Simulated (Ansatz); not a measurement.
The parent structure is TiPt$_{3}$ in the Cu3Au type structure (space group Pm-3m, No. 221; a = 3.900 Å; relaxed with 0.1 eV smearing).

All numbers come from PBEsol, PAW, 420 eV (Ansatz, a first-principles code; spin-orbit coupling left out).

Base values:

- Pressure: 0.0 GPa
- Band gap: zero

It is then changed as follows: every lattice vector is stretched by 3.00 %, atoms relaxed at fixed cell.

**Question.** Estimate the effect on the energy relative to the base, pressure and band gap.

**Answer.** The energy goes up by 88 meV/atom; the pressure goes from zero to -18.8 GPa; the band gap remains zero.

The cells carry an imposed strain or load. Whether these cells are dynamically stable was not tested. All final runs are without spin polarisation.
